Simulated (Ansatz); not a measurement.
The parent structure is BeTe in the rock salt structure (space group Fm-3m, No. 225; a hypothetical phase, not in the database extracts checked; relaxed with 0.1 eV smearing).

```
BeTe
1.0
    0.00000     2.68555     2.68555
    2.68555     0.00000     2.68555
    2.68555     2.68555     0.00000
Te Be
1 1
Direct
  0.00000   0.00000   0.00000
  0.50000   0.50000   0.50000
```

Cartesian axes are those of the cell as printed.

Calculations: r2SCAN (Ansatz, a program for electronic structure; PAW; 500 eV plane waves; spin-orbit coupling left out), earlier PAW set.

Base values:

The pressure is 0.0 GPa. The shortest interatomic distance is 2.686 Å.

Now apply this change: strain tensor (xx, yy, zz, yz, xz, xy) = (+0.66, −1.80, −1.63, +0.66, −0.10, −0.29) %, atoms relaxed at fixed cell.

Question: Estimate the effect on the pressure, shortest interatomic distance and energy relative to the base.

Answer: The pressure (mean of the normal stresses, compression positive) goes from zero to 2.1 GPa; the shortest interatomic distance shrinks by 0.0483 Å, from 2.686 Å to 2.637 Å; the energy grows by 5.6 meV/atom.

No phonon test of stability was made. All final runs are without spin polarisation.
